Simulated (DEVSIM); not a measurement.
System: W/SiON/n-Ge capacitor, at 300 K.

Layer 1 from the left is SiON, thickness (nm) 6.90. Layer 2 from the left is Ge, thickness (nm) 2000, Nd (cm⁻³) 9.1e16.

Metal gate on the left, work function 4.6 eV. Fixed charge at the semiconductor interface 1.6e10 cm⁻² (in units of +e); interface traps 2e12 cm⁻² eV⁻¹, uniform in energy, neutral level at 0.5 of the gap above the valence band.

Constants are typed, rounded textbook-type inputs, not results; the design itself was drawn at random and stands for no fabricated device. Values at 300 K.

SiON: gap (eV) 7, affinity (eV) 1.4, permittivity 5.5. Ge: gap (eV) 0.664, affinity (eV) 4, permittivity 16, Nc (cm⁻³) 1.04e19, Nv (cm⁻³) 6e18.

Model (solved in DEVSIM): 1D Poisson equation in equilibrium, Boltzmann statistics, complete ionisation; no quantum confinement or tunnelling. Metal contacts follow the ideal Schottky-Mott rule: no Fermi-level pinning, no interface dipoles.

What does the simulation give for the threshold voltage (band bending 2φF), the minimum of the low-frequency capacitance?

threshold voltage (band bending 2φF) -0.25 V; minimum of the low-frequency capacitance 0.295 μF/cm².
